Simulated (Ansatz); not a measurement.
Rock-salt GaAs (model structure): properties by level of theory

```csv
level (code),lattice constant a (Å),formation enthalpy (eV/atom)
LDA (Ansatz),(withheld),-0.045
PBE-D4 (Ansatz),(withheld),(withheld)
rVV10 (Ansatz),(withheld),0.009
```

Q: Fill in the missing entries.

A: 
- LDA (Ansatz, an electronic-structure program), lattice constant a (Å): 5.256
- PBE-D4 (Ansatz), lattice constant a (Å): 5.302
- PBE-D4 (Ansatz), formation enthalpy (eV/atom): -0.053
- rVV10 (Ansatz), lattice constant a (Å): 5.473

Ansatz's density-functional and Hartree–Fock values are scalar-relativistic unless marked +SOC, with PAW data made under PBE.

Computed values are for the static lattice.

A model structure was made by putting elements into a prototype or built by hand; it is no filed structure, need not be a known phase, and can be a saddle point held by its symmetry.
